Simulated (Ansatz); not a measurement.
The reference is ZnGeP2 in the chalcopyrite structure (space group I-42d, No. 122; a = 5.424 Å, c = 10.710 Å).

Computed with PBEsol (Ansatz, a first-principles code; PAW; 420 eV plane waves; without spin-orbit coupling).

One change was made to it. Results:

The valence-band top at Γ (three highest levels, from the VBM) stays 0.00, -0.07, -0.07 eV; the smallest direct gap falls by 0.055 eV to 1.19 eV; the band gap drops by 0.04 eV, from 1.07 eV to 1.03 eV; the lattice parameter a decreases by 0.043 Å to 5.381 Å; the c/a ratio stays 1.974.

Task: Which change produced these results?
(A) pressure 2.1 GPa
(B) pressure 4.5 GPa
(C) pressure 15 GPa
(D) pressure 9 GPa
(E) pressure 22.5 GPa

Result: A, pressure 2.1 GPa. For comparison, the band gap in the other runs: pressure 15 GPa gives 0.83 eV; pressure 9 GPa gives 0.92 eV; pressure 4.5 GPa gives 0.99 eV; pressure 22.5 GPa gives 0.72 eV.

Load acts through the strain it causes; cell and atoms are relaxed under it. Stability against distortions was not tested. Competing high-pressure phases were not computed.
